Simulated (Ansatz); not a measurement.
Defect calculation: Pt on the Ir site (Pt_Ir) in fcc Ir

Computed with PBE, PAW (plane waves to 420 eV; Ansatz, an electronic-structure program). Cell and caveats: 32-site cell; 6×6×6 shifted k-points; start: the Ir site; no spin–orbit coupling; finite-size errors of tenths of an eV; the relaxation kept the symmetry of the starting site.

Neighbours after relaxation, in Å: of the Pt atom: Ir 2.76, Ir 2.76, Ir 2.76, Ir 2.76, Ir 2.76, Ir 2.76, Ir 2.76, Ir 2.76 (the shell may go on).

Formation energies E_f are those of the neutral cell. Chemical conditions: host crystal and elements as references (Δμ(Ir) = 0.00 eV, Δμ(Pt) = 0.00 eV; Pt taken from its element, since no compound that bounds it was computed at this level; only phases computed here count, gases as isolated molecules at 0 K). Reference phases: Ir: fcc Ir, Pt: fcc Pt.

```json
[
 {"charge": "0", "moment (μB)": "not spin-polarised", "point group": "Oh", "largest move off a lattice site (Å)": "0.02", "E_f, host crystal and elements as references (eV)": "0.20"}
]
```

Point groups are those of the whole cell at tolerances of 0.03 and 0.1 Å ("near" where only the looser one holds); none is given for unsettled states.

All states together cost around 5 core-minutes (rough).
